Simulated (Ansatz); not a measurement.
# What biaxial strain +1.00 %, plane normal [001], relaxed out of plane does to Ge

Base system: Ge in the diamond structure (space group Fd-3m, No. 227; a = 5.676 Å). Axes: x, y, z lie along the cube axes.

Perturbation: tensile biaxial strain of 1.00 % in the plane normal to [001], as in epitaxy on a mismatched substrate; the out-of-plane cell vector and the atoms relax.

Level of theory: DFT with PBEsol, PAW potentials and a 420 eV plane-wave cutoff in Ansatz (a first-principles code), scalar-relativistic without spin-orbit coupling. Settings: 14×14×14 k-points, 0.05 eV Fermi–Dirac smearing.

- Volume per atom = 23.14 Å³ (base 22.86 Å³)
- Space group = I4_1/amd (No. 141) (base Fd-3m (No. 227))
- Shortest interatomic distance = 246.8 pm (base 245.8 pm)
- Energy relative to the base (free energy F) = +1.7 meV/atom
- Band gap = zero (base zero)
- Out-of-plane strain = -0.78 % (rough)
- Mean in-plane stress (compression positive) = -1.2 GPa (rough)

Without a gap, meshes like the base's 14×14×14 leave anisotropic stresses uncertain by several tenths of a GPa, and small strain energies with them. Stability against distortions was not tested. Gaps under 0.05 eV, about the width of the smearing, are given as zero. A zero or small gap of Ge can be the functional's error rather than a property of the material.
